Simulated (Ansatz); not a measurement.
Start from GaN in the zinc blende structure (space group F-43m, No. 216; a = 4.549 Å).

Now apply this change: every lattice vector is shortened by 0.50 %, atoms relaxed at fixed cell.

Calculations: PBE/PAW in Ansatz (a first-principles code), no spin-orbit coupling.

Base, band edges from the VBM (valence, conduction): X -2.61, 3.35; W -3.50, 6.16; L -0.94, 4.45; Γ 0.00, 1.54; K -2.10, 4.95; U -2.10, 4.95 eV.

Question: Give the band edges at the high-symmetry points of the new zone, measured from its valence-band maximum.

Answer: 
| point | valence edge (eV) | conduction edge (eV) |
|---|---|---|
| Γ | 0.00 | 1.64 |
| X | -2.66 | 3.35 |
| U | -2.14 | 4.98 |
| K | -2.14 | 4.98 |
| L | -0.95 | 4.55 |
| W | -3.58 | 6.20 |

The gap is 1.64 eV, direct at Γ.

The cells carry an imposed strain or load. No phonon test of stability was made. This is not the structure that GaN has at room temperature and ambient pressure.
